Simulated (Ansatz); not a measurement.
The parent structure is BN in the wurtzite structure (space group P6_3mc, No. 186).

```
BN
1.0
    2.52320     0.00000     0.00000
   -1.26160     2.18516     0.00000
    0.00000     0.00000     4.17514
B N
2 2
Cartesian
  0.00000   1.45677   0.00126
  1.26160   0.72839   2.08883
  0.00000   1.45677   1.56442
  1.26160   0.72839   3.65198
```

Calculations: Ansatz (an electronic-structure program), LDA, PAW, cutoff 420 eV, spin-orbit coupling left out.

Before the change:

Volume per atom: 5.76 Å³
c/a ratio: 1.655

One thing is altered: a hydrostatic pressure of 2.1 GPa.

### Question
What happens to the volume per atom and c/a ratio?

### Answer
The volume per atom falls by 0.03 Å³ (5.76 Å³ → 5.73 Å³); the c/a ratio stays 1.655.

Load acts through the strain it causes; cell and atoms are relaxed under it. Whether these cells are dynamically stable was not tested.
